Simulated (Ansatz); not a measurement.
**A computed series for Al2O3: response to strain**

Take Al$_{2}$O$_{3}$ in the corundum structure (space group R-3c, No. 167; a = 4.7292 Å, c = 12.8916 Å (hexagonal axes)) as the base.

Strains are applied to the cell and any free atomic positions relax.

All numbers come from LDA (Ansatz, an electronic-structure program), scalar-relativistic without spin-orbit coupling.

Notes on the quantities. pressure: mean of the normal stresses, compression positive.

```
change                      pressure  shortest interatomic distance
------------------------  ----------  -----------------------------
base                       -0.1 kbar                       184.4 pm
isotropic strain −3.00 %  282.0 kbar                       178.8 pm
isotropic strain −2.25 %  201.3 kbar                       180.2 pm
isotropic strain −1.50 %  127.7 kbar                       181.6 pm
isotropic strain −0.75 %   60.8 kbar                       183.0 pm
```

No phonon test of stability was made.
